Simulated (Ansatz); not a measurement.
The reference is Mg₃SnO in the anti-perovskite structure (space group Pm-3m, No. 221; a = 4.3909 Å; a hypothetical phase, not in the database extracts checked). Axes: x, y, z lie along the cube axes.

(Cell as relaxed with PBE.)

Levels (all Ansatz, an electronic-structure program, PAW): PBE (420 eV, without spin-orbit coupling); PBEsol (420 eV, no spin-orbit coupling).

Each level relaxes its own structure.

```
base                      PBE    PBEsol
-------------------  --------  --------
volume per atom      16.93 Å³  16.43 Å³
lattice parameter a   4.391 Å   4.347 Å
band gap                 zero      zero
```

The change: uniaxial strain ε_zz = +1.09 %, all other strain components held at zero; the atoms relax in the strained cell.

```json
[
 {"quantity": "band gap", "PBE": "zero", "PBEsol": "zero"},
 {"quantity": "shortest interatomic distance", "PBE": "2.195 Å", "PBEsol": "2.173 Å"},
 {"quantity": "energy relative to the base (free energy F)", "PBE": "+0.7 meV/atom", "PBEsol": "+0.8 meV/atom"},
 {"quantity": "pressure (mean of the normal stresses, compression positive)", "PBE": "-0.7 GPa", "PBEsol": "-0.8 GPa"}
]
```

PBE's shortest interatomic distance lies 0.022 Å above PBEsol's (1.0 %); the two agree on the band gap. Neither level is exact; PBEsol is the comparison here, not a measurement.

Without a gap, meshes like the base's 11×11×11 leave anisotropic stresses uncertain by several tenths of a GPa, and small strain energies with them. Whether these cells are dynamically stable was not tested. All final runs are without spin polarisation. A zero or small gap of Mg3SnO can be the functional's error rather than a property of the material.
